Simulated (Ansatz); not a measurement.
# SrTiO3, response to strain

Consider SrTiO3 in the cubic perovskite structure (space group Pm-3m, No. 221; a = 3.9364 Å).

Strains are applied to the cell and any free atomic positions relax.

Level of theory: PBE/PAW in Ansatz (a first-principles code), spin-orbit coupling left out.

Notes on the quantities. energy relative to the base: free energy F.

| change | band gap | smallest direct gap | energy relative to the base |
|---|---|---|---|
| base | 1.84 eV | 2.20 eV | 0 meV/atom |
| isotropic strain −3.00 % | 2.01 eV | 2.31 eV | +58 meV/atom |
| isotropic strain −2.40 % | (withheld) | (withheld) | (withheld) |
| isotropic strain −1.80 % | 1.95 eV | 2.27 eV | +20 meV/atom |
| isotropic strain −1.20 % | 1.91 eV | 2.25 eV | +8.8 meV/atom |

Task: Some entries are withheld; estimate them.

Result: 
- isotropic strain −2.40 %, band gap: 1.98 eV
- isotropic strain −2.40 %, smallest direct gap: 2.29 eV
- isotropic strain −2.40 %, energy relative to the base: +37 meV/atom

Stability against distortions was not tested. All final runs are without spin polarisation. Many cubic perovskites are stable only at high temperature; tilts and polar distortions were not tested.
